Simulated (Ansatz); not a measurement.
Consider interstitial H in rock-salt ZrN, neutral cell. Computed with PBE, PAW (plane waves to 420 eV; Ansatz, a program for electronic structure).

Cell of 64 host sites held at the relaxed PBE lattice; a 2×2×2 k-point mesh shifted by half a step; Fermi-Dirac width 0.10 eV, spin-restricted; finite-size errors left in. Energies are static. Sites that were not tried may lie lower.

Barriers: single points on a 3×3×3 k-point mesh shifted by half a step at the bands' geometries (they differ from the bands' own by up to 0.27 eV, and are uncertain by about as much).

Relaxed starting cell (atoms counted from 1):

```
CELL_PARAMETERS angstrom
      9.18939     0.00000     0.00000
      0.00000     9.18939     0.00000
      0.00000     0.00000     9.18939
ATOMIC_POSITIONS crystal
  Zr 0.00142 0.00166 0.00170
  Zr 0.99910 0.00024 0.50140
  Zr 0.99907 0.50161 0.99991
  Zr 0.99925 0.49952 0.49965
  Zr 0.50095 0.00025 0.99994
  Zr 0.49971 0.99938 0.49964
  Zr 0.49973 0.49951 0.99945
  Zr 0.50064 0.50154 0.50126
  N  0.25890 0.99116 0.99110
  N  0.24889 0.00119 0.49806
  N  0.24889 0.49814 0.00111
  N  0.24929 0.50040 0.50030
  N  0.75196 0.00120 0.00113
  N  0.74968 0.00074 0.50030
  N  0.74967 0.50041 0.00063
  N  0.74910 0.50101 0.50092
  Zr 0.00151 0.24873 0.24875
  Zr 0.99920 0.25048 0.74889
  Zr 0.99922 0.74905 0.25018
  Zr 0.99934 0.75087 0.75098
  Zr 0.50084 0.25047 0.25015
  Zr 0.49961 0.25094 0.75099
  Zr 0.49960 0.75086 0.25102
  Zr 0.50057 0.74926 0.74898
  N  0.25873 0.25933 0.25927
  N  0.24891 0.24935 0.75234
  N  0.24890 0.75243 0.24927
  N  0.24931 0.75016 0.75005
  N  0.75193 0.24932 0.24924
  N  0.74969 0.24982 0.75005
  N  0.74970 0.75016 0.24971
  N  0.74910 0.74955 0.74946
  Zr 0.24837 0.00183 0.24862
  Zr 0.25012 0.99952 0.74897
  Zr 0.25016 0.50152 0.25099
  Zr 0.25074 0.50023 0.75017
  Zr 0.74850 0.99949 0.25105
  Zr 0.75029 0.99957 0.75012
  Zr 0.75025 0.50025 0.25091
  Zr 0.74855 0.50129 0.74915
  N  0.99091 0.99145 0.25900
  N  0.00073 0.00116 0.75231
  N  0.00074 0.49808 0.24929
  N  0.00023 0.50042 0.75005
  N  0.49770 0.00120 0.24925
  N  0.49994 0.00073 0.75007
  N  0.49993 0.50038 0.24973
  N  0.50054 0.50099 0.74947
  Zr 0.24850 0.24871 0.00177
  Zr 0.24992 0.25105 0.50141
  Zr 0.24990 0.74906 0.99948
  Zr 0.25086 0.75029 0.50009
  Zr 0.74841 0.25111 0.99943
  Zr 0.75048 0.25094 0.50012
  Zr 0.75050 0.75025 0.99954
  Zr 0.74841 0.74931 0.50112
  N  0.99098 0.25905 0.99146
  N  0.00073 0.24938 0.49800
  N  0.00073 0.75244 0.00107
  N  0.00023 0.75015 0.50031
  N  0.49770 0.24933 0.00111
  N  0.49994 0.24983 0.50029
  N  0.49994 0.75016 0.00062
  N  0.50052 0.74957 0.50088
  H  0.12529 0.12513 0.12516
```

End state 1 differs by these moves (Å; atoms that move under 0.08 Å are left out):

```tsv
atom	element	Δx	Δy	Δz
9	N	-0.09	0.10	0.09
11	N	0.09	0.10	-0.09
25	N	0.00	-0.16	0.00
41	N	0.09	0.10	-0.09
43	N	-0.09	0.10	0.09
57	N	0.00	-0.16	0.00
65	H	0.00	2.30	0.00
```

Problem. Give the forward and backward barriers to end state 1 at the level PBE, PAW.

Solution. forward 1.45 eV, backward 1.45 eV; at the saddle point atom 65 has neighbours 2 N at 1.90; 2 Zr at 1.74 Å. The saddle point's order was not checked, and it lies on a symmetry element of the cell, where a band can be held.
